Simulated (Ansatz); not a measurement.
ZnCu under a change: isotropic strain −1.82 %

Consider ZnCu in the CsCl type structure (space group Pm-3m, No. 221; a = 2.9085 Å; relaxed with 0.1 eV smearing).

The change: every lattice vector is shortened by 1.82 %; the atoms relax in the strained cell.

Computed with PBEsol (Ansatz, an electronic-structure program), no spin-orbit coupling. Settings: 20×20×20 k-points, 0.1 eV Fermi–Dirac smearing.

```csv
quantity,base,changed,shift
volume per atom,12.30 Å³,11.64 Å³,-0.66 Å³
space group,Pm-3m (No. 221),Pm-3m (No. 221),–
shortest interatomic distance,2.519 Å,2.473 Å,-0.046 Å
energy relative to the base (free energy F),0 meV/atom,+17 meV/atom,+17 meV/atom
band gap,zero,zero,–
```

Final structure:

```
ZnCu
1.0
    2.85555     0.00000     0.00000
    0.00000     2.85555     0.00000
    0.00000     0.00000     2.85555
Zn Cu
1 1
Direct
  0.00000   0.00000   0.00000
  0.50000   0.50000   0.50000
```

No phonon test of stability was made. All final runs are without spin polarisation.
